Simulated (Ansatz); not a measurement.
The reference is ZnInGaO4 (space group R3m, No. 160).

```
CELL_PARAMETERS angstrom
      1.65535     0.95571     8.58736
     -1.65535     0.95571     8.58736
      0.00000    -1.91143     8.58736
ATOMIC_POSITIONS crystal
  In 0.99693 0.99693 0.99693
  Ga 0.21290 0.21290 0.21290
  Zn 0.78126 0.78126 0.78126
  O  0.13651 0.13651 0.13651
  O  0.87897 0.87897 0.87897
  O  0.28863 0.28863 0.28863
  O  0.70480 0.70480 0.70480
```

Cartesian axes are those of the cell as printed.

Calculations: r2SCAN (Ansatz, a program for electronic structure; PAW; 500 eV plane waves; without spin-orbit coupling).

Strains are applied to the cell and any free atomic positions relax; under biaxial strain the out-of-plane vector relaxes too.

One change was made to it. Results:

```csv
quantity,base,after
"pressure (mean of the normal stresses, compression positive)",0.00 GPa,-4.28 GPa
gap character,direct at Γ,direct at Γ
energy relative to the base (free energy F),0 meV/atom,+4.1 meV/atom
```

Task: What was done to the base?
A. biaxial strain +0.38 %, plane normal [001], relaxed out of plane
B. isotropic strain +0.84 %
C. biaxial strain +1.00 %, plane normal [001], relaxed out of plane

Result: B, isotropic strain +0.84 %. For comparison, the energy relative to the base in the other runs: biaxial strain +0.38 %, plane normal [001], relaxed out of plane gives +0.3 meV/atom; biaxial strain +1.00 %, plane normal [001], relaxed out of plane gives +2.0 meV/atom.

Gaps are Kohn–Sham eigenvalue differences; semilocal functionals usually give less than the measured gap. Stability against distortions was not tested.
